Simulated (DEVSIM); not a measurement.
Device: Al/SiO2/p-Ge capacitor, at 300 K.

```
layer (left to right)  material  thickness (nm)  Na (cm⁻³)
---------------------  --------  --------------  ---------
1                          SiO2            4.60          -
2                            Ge            1100     2.7e17
```

Metal gate on the left, work function 4.1 eV. Fixed charge at the semiconductor interface 5e10 cm⁻² (in units of +e); no interface traps.

Constants are typed, rounded textbook-type inputs, not results; the design itself was drawn at random and stands for no fabricated device. Values at 300 K.

| parameter | SiO2 | Ge |
|---|---|---|
| gap (eV) | 9 | 0.664 |
| affinity (eV) | 0.9 | 4 |
| permittivity | 3.9 | 16 |
| Nc (cm⁻³) | - | 1.04e19 |
| Nv (cm⁻³) | - | 6e18 |

Model (solved in DEVSIM): 1D Poisson equation in equilibrium, Boltzmann statistics, complete ionisation; no quantum confinement or tunnelling. Metal contacts follow the ideal Schottky-Mott rule: no Fermi-level pinning, no interface dipoles.

Task: Tabulate band edges, carrier densities and field at 0.1 V on the gate.

Result: Energies count from the Fermi level of the right contact; mesh points crowd at the junctions.

| x (μm) | Ec (eV) | Ev (eV) | n (cm⁻³) | p (cm⁻³) | field (V/cm) |
|---|---|---|---|---|---|
| 0.000 | 3.100 | -5.900 | < 1e2 | < 1e2 | 540000 |
| 0.0008841 | 3.148 | -5.852 | < 1e2 | < 1e2 | 540000 |
| 0.002165 | 3.217 | -5.783 | < 1e2 | < 1e2 | 540000 |
| 0.003447 | 3.287 | -5.713 | < 1e2 | < 1e2 | 540000 |
| 0.004681 | 0.249 | -0.415 | 6.7e14 | 6.5e11 | 140000 |
| 0.005884 | 0.266 | -0.398 | 3.6e14 | 1.2e12 | 130000 |
| 0.008091 | 0.294 | -0.370 | 1.2e14 | 3.7e12 | 130000 |
| 0.01465 | 0.371 | -0.293 | 6.1e12 | 7.2e13 | 110000 |
| 0.02550 | 0.469 | -0.195 | 1.4e11 | 3.2e15 | 74000 |
| 0.04539 | 0.560 | -0.104 | 4.0e9 | 1.1e17 | 22000 |
| 0.08596 | 0.584 | -0.081 | 1.6e9 | 2.7e17 | 360 |
| 0.2023 | 0.584 | -0.080 | 1.6e9 | 2.7e17 | ≈ 0 |
| 0.3816 | 0.584 | -0.080 | 1.6e9 | 2.7e17 | ≈ 0 |
| 0.6853 | 0.584 | -0.080 | 1.6e9 | 2.7e17 | ≈ 0 |
| 0.9313 | 0.584 | -0.080 | 1.6e9 | 2.7e17 | ≈ 0 |
| 1.014 | 0.584 | -0.080 | 1.6e9 | 2.7e17 | ≈ 0 |
| 1.059 | 0.584 | -0.080 | 1.6e9 | 2.7e17 | ≈ 0 |
| 1.081 | 0.584 | -0.080 | 1.6e9 | 2.7e17 | ≈ 0 |
| 1.096 | 0.584 | -0.080 | 1.6e9 | 2.7e17 | ≈ 0 |
| 1.101 | 0.584 | -0.080 | 1.6e9 | 2.7e17 | ≈ 0 |
| 1.103 | 0.584 | -0.080 | 1.6e9 | 2.7e17 | ≈ 0 |
| 1.105 | 0.584 | -0.080 | 1.6e9 | 2.7e17 | ≈ 0 |
